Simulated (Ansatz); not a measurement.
An Ansatz (a program for electronic structure) input (Ansatz, PBEsol, PAW, cutoff 420 eV, without spin-orbit coupling):

Ansatz 0.2 input:
```yaml
crystal:
  lattice:
    - [-1.5950363308, 1.5950363308, 3.9501150206]
    - [1.5950363308, -1.5950363308, 3.9501150206]
    - [1.5950363308, 1.5950363308, -3.9501150206]
  atoms:
    - { symbol: Si, position: [0.6649481539, 0.6649481539, 0] }
    - { symbol: Si, position: [0.3350518461, 0.3350518461, 0] }
    - { symbol: Mo, position: [0, 0, 0] }
basis: { ecutwfc: 420, ecutrho_ratio: 4, xc_grid: 2, fft_grid_basis: typed }
kpoints: { mp_grid: { grid: [25, 25, 25] } }
hamiltonian:
  xc: pbesol
  dispersion: none
  pseudopotentials: { kind: paw }
scf: { occupations: { method: fermi_dirac, width: 0.1 }, convergence: { dr2_threshold: 0.0000000003 } }
relax: { f_tol: 0.005, max_steps: 50 }
output: { forces: true, stress: true }
checkpoint: { write: state.ck, write_every: 1000 }
```

Which symmetry and how many k-points will the program report, and about how many plane waves at Γ?

Space group I4/mmm (ITA 139) with 16 operations, k-points 1183 of 15625, and 769 plane waves at Γ.

And the final pressure?

-2.28 GPa (compression positive).

The cells carry an imposed strain or load. Whether these cells are dynamically stable was not tested. All final runs are without spin polarisation. The cell was made from MoSi₂ (space group I4/mmm, No. 139) by this change: uniaxial strain ε_zz = +1.00 %.
